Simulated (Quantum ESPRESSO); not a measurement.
## Habitual settings against a tight run: YIn3 (Pm-3m, 4 atoms in the cell)

Self-consistent single point.

```xyz
4
Lattice="4.6451 0.0000 0.0000 0.0000 4.6451 0.0000 0.0000 0.0000 4.6451" Properties=species:S:1:pos:R:3 pbc="T T T"
Y      0.0000     0.0000     0.0000
In     0.0000     2.3225     2.3225
In     2.3225     0.0000     2.3225
In     2.3225     2.3225     0.0000
```

Method of the run: PBEsol, GBRV 1.5 ultrasoft (PBESOL) pseudopotentials (plane waves; Quantum ESPRESSO).

Base settings: ecutwfc = 40 Ry; ecutrho = 320 Ry; occupations = smearing; smearing = mp; degauss = 0.0147 Ry; potentials = {Y: y_pbesol_v1.4.uspp.F.UPF, In: in_pbesol_v1.4.uspp.F.UPF}; K_POINTS = automatic 10 10 10 0 0 0; conv_thr = 1e-10 Ry.

Tight run (finer mesh or higher cutoff; not a proven limit): ecutwfc: 40 Ry → 56 Ry; ecutrho: 320 Ry → 448 Ry; conv_thr: 1e-10 Ry → 7.3e-11 Ry; K_POINTS: automatic 10 10 10 0 0 0 → automatic 14 14 14 0 0 0. It gave Fermi level (on the code's own zero) 11.29 eV; pressure -3.14 GPa.

Quick runs, as changes from the base:
- A: the base itself
- B: ecutwfc: 40 Ry → 24 Ry; ecutrho: 320 Ry → 192 Ry; K_POINTS: automatic 10 10 10 0 0 0 → automatic 6 6 6 0 0 0
- C: ecutwfc: 40 Ry → 20 Ry; ecutrho: 320 Ry → 160 Ry; smearing: mp → cold; degauss: 0.0147 Ry → 0.036749 Ry; conv_thr: 1e-10 Ry → 7.3e-05 Ry; K_POINTS: automatic 10 10 10 0 0 0 → automatic 4 4 4 0 0 0
- D: smearing: mp → fd; degauss: 0.0147 Ry → 0.019992 Ry; pseudopotentials: {Y: y_pbesol_v1.4.uspp.F.UPF, In: in_pbesol_v1.4.uspp.F.UPF} → {Y: y_lda_v1.4.uspp.F.UPF, In: in_lda_v1.4.uspp.F.UPF}; K_POINTS: automatic 10 10 10 0 0 0 → automatic 4 4 4 1 1 1 [LDA (PZ)]
- E: ecutwfc: 40 Ry → 24 Ry; ecutrho: 320 Ry → 192 Ry; K_POINTS: automatic 10 10 10 0 0 0 → automatic 3 3 3 0 0 0
- F: ecutwfc: 40 Ry → 24 Ry; ecutrho: 320 Ry → 192 Ry; conv_thr: 1e-10 Ry → 7.3e-05 Ry; K_POINTS: automatic 10 10 10 0 0 0 → automatic 1 1 1 1 1 1

Energies are extrapolated to zero smearing width, which holds to low order in the width alone (under cold and Methfessel-Paxton smearing the free energy itself is taken).

Dashes: pressure of C, F, not trusted under this conv_thr with d or f elements; energy of D, another energy zero.

† marks runs with another functional, U, potentials or spin treatment: their distance from the tight run is not a convergence error alone.

The count of work is k-points × plane waves × bands × iterations; it is no time. 

The starting cell comes from a database of computed structures (which also holds hypothetical and non-ambient phases and stackings), without a prior relaxation at this level. Its lattice was rescaled by a random factor within 2.5 % of one. In the base run, with a pressure of about -4 GPa the cell is away from its equilibrium volume at this level.

```tsv
run	energy less tight (meV/atom)	pressure less tight (GPa)	count of work / tight
A	38.3	-0.72	0.28
B	1908.4	-79.28	0.048
C	8692.9	–	0.010
D†	–	-2.44	0.018
E	1981.4	-79.52	0.010
F	896.5	–	0.0026
```

Among the runs at the tight run's level, the energy misses run from 38.3 to 8692.9 meV/atom.
